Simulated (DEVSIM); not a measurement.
System: abrupt Si p-n junction, at 300 K.

Layer 1 from the left is Si, thickness (μm) 0.350, Na (cm⁻³) 1.6e17, τn (s) 5.2e-7, τp (s) 5.2e-7. Layer 2 from the left is Si, thickness (μm) 0.280, Nd (cm⁻³) 1.3e16, τn (s) 5.2e-7, τp (s) 5.2e-7.

Left contact: ohmic. Right contact: ohmic. Voltage is applied to the left contact. Recombination: SRH at mid-gap, Auger. Mobility is constant in doping.

Constants are typed, rounded textbook-type inputs, not results; the design itself was drawn at random and stands for no fabricated device. Values at 300 K.

Si: gap (eV) 1.124, affinity (eV) 4.05, permittivity 11.7, Nc (cm⁻³) 2.86e19, Nv (cm⁻³) 3.1e19, μn (cm²/Vs) 1417, μp (cm²/Vs) 470, Cn (cm⁶/s) 2.8e-31, Cp (cm⁶/s) 9.9e-32.

Model (solved in DEVSIM): 1D drift-diffusion, Boltzmann statistics, complete ionisation; no tunnelling, impact ionisation, image-force lowering or self-heating.

Task: What does the simulation give for the dark forward voltage at 100 A/cm², the largest field in the device at zero bias, the potential step across the device at zero bias, the dark forward voltage at 1 A/cm²?

Result: dark forward voltage at 100 A/cm² 0.657 V; largest field in the device at zero bias 53000 V/cm; potential step across the device at zero bias 0.789 V; dark forward voltage at 1 A/cm² 0.528 V.
